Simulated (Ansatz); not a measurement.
Hypothetical P6_422 GaN: response to strain

Consider GaN (space group P6_422, No. 181; a hypothetical phase, not in the database extracts checked).

```
GaN
1.0
    3.16371     0.00000     0.00000
   -1.58186     2.73985     0.00000
    0.00000     0.00000     7.43943
Ga N
3 3
Cartesian
  0.79093   1.36993   1.23990
  1.58186   0.00000   3.71971
 -0.79093   1.36993   6.19952
  0.79093   1.36993   4.95962
  1.58186   0.00000   0.00000
 -0.79093   1.36993   2.47981
```

Cartesian axes are those of the cell as printed.

Strains are applied to the cell and any free atomic positions relax.

Level of theory: PBE (Ansatz, a first-principles code; PAW; 420 eV plane waves; scalar-relativistic without spin-orbit coupling).

| case | volume per atom | electron mass |
|---|---|---|
| base | 10.75 Å³ | 0.12 mₑ (at Γ) |
| uniaxial strain ε_xx = +5.06 % | 11.29 Å³ | … |
| uniaxial strain ε_zz = −2.09 % | 10.52 Å³ | 0.12 mₑ along z, 0.13 mₑ across (at Γ) |
| tensor shear ε_yz = +0.85 % | 10.75 Å³ | 0.12 mₑ (at Γ) |

Problem. Some entries are withheld; estimate them.

Solution. 
- uniaxial strain ε_xx = +5.06 %, electron mass: 0.093 mₑ along x, 0.086 mₑ along y, 0.068 mₑ along z (at Γ)

The levels and masses belong to the bands next to the band gap. Masses are band curvatures over ±0.01 Å⁻¹ around the edge. No phonon test of stability was made. The base started in P3_121 and relaxed to P6_422 at this level.
